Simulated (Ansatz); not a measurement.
Here is the system:

Host crystal: ceria, with a band gap (PBE, scalar-relativistic without spin-orbit coupling).

End structure of NH2 on the 1x1 (111) surface of ceria (cut with top plane O), one in a 2x2 cell, started at the site 'top O':

```
CELL_PARAMETERS angstrom
      7.72796     0.00000     0.00000
     -3.86398     6.69261     0.00000
      0.00000     0.00000    27.00000
ATOMIC_POSITIONS crystal
  O  0.00000 0.00000 0.35567
  O  0.00000 0.50000 0.35567
  O  0.50000 0.00000 0.35567
  O  0.50000 0.50000 0.35567
  Ce 0.16667 0.33333 0.38406
  Ce 0.16667 0.83333 0.38406
  Ce 0.66667 0.33333 0.38406
  Ce 0.66667 0.83333 0.38406
  O  0.33333 0.16667 0.41342
  O  0.33333 0.66667 0.41342
  O  0.83333 0.16667 0.41342
  O  0.83333 0.66667 0.41342
  O  0.16667 0.33333 0.47031
  O  0.16667 0.83333 0.47031
  O  0.66667 0.33333 0.47031
  O  0.66667 0.83333 0.47031
  Ce 0.33258 0.16716 0.49997
  Ce 0.33242 0.66485 0.49988
  Ce 0.83458 0.16716 0.49997
  Ce 0.83378 0.66756 0.49824
  O  0.99959 0.99918 0.52942
  O  0.99860 0.50124 0.52957
  O  0.49931 0.99863 0.53255
  O  0.50264 0.50124 0.52957
  O  0.32767 0.17471 0.58953
  O  0.32411 0.64822 0.58941
  O  0.84703 0.17471 0.58953
  O  0.83406 0.66812 0.58667
  Ce 0.99576 0.99152 0.61596
  Ce 0.99387 0.50708 0.61497
  Ce 0.49953 0.99906 0.61637
  Ce 0.51321 0.50708 0.61497
  O  0.17512 0.35024 0.66249
  O  0.16402 0.83125 0.64495
  O  0.67004 0.34007 0.64644
  O  0.66722 0.83125 0.64495
  N  0.09749 0.19498 0.69884
  H  0.21367 0.21386 0.72093
  H  0.00018 0.21386 0.72093
```

Model: 39-atom slab, 8.3 Å thick at the start under the adsorbate (thin: gaps and levels are the slab's own), 3x3x1 mesh, Fermi-Dirac 0.01 eV, dipole correction, single point; on the structure that PBE left under its start's symmetry; spin-polarised, ending with about 1.0 μB a cell, a value that depends on the mesh; orders that need a larger cell were not tried, no spin-orbit, no U, no dispersion correction. The slab shows no gap over 0.04 eV on its mesh. The program's check for a lower electronic state was not made. It is one chosen start, not shown to be the lowest state of the adsorbate.

A negative adsorption energy means that the adsorbate is more stable on the surface than in its reference.

**Question.** What is the computed adsorption energy against NH3(g) − ½ H2(g) at the same level (Ansatz (a first-principles code) with r2SCAN, at the PBE geometry and the start's symmetry)?

**Answer.** 1.51 eV

**Question.** What is the computed change of the step from the bottom to the top vacuum level, against the clean slab (r2SCAN, at the PBE geometry and the start's symmetry)?

**Answer.** -1.41 eV
